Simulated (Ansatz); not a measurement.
Structures of equal composition on the (111)A surface of zinc-blende GaAs (Ga plane on top): 2x2 Al adatom at H3; 2x2 Al adatom at T4. The slabs share one bottom face, and each structure is named by its start. These are constructed structures in small cells; real faces may alloy, dewet or reconstruct in larger ones, and not all known structures of the face are among them. Slabs of about 14 Å, Fermi-Dirac smearing of 0.025 eV. Bottom of the slabs: H caps. Relaxed from the named starts with such symmetry as they have, on meshes of like density; energies extrapolated to zero smearing; spin only where a row says so; no spin-orbit coupling, no U. Brackets mark spin-polarised runs, whose order is one that fits the cell. Where a second, spin-polarised start was run, the lower counts.

Level of theory: r2SCAN, at the PBE geometry (plane waves to 500 eV, PAW; Ansatz, a program for electronic structure).

### Question
Put the candidates in order of energy per 1x1 cell, lowest first, for r2SCAN, at the PBE geometry.

### Answer
2x2 Al adatom at T4 (0.000 eV, gap 0.39 eV on the mesh), 2x2 Al adatom at H3 (0.040 eV, gap 0.54 eV on the mesh)
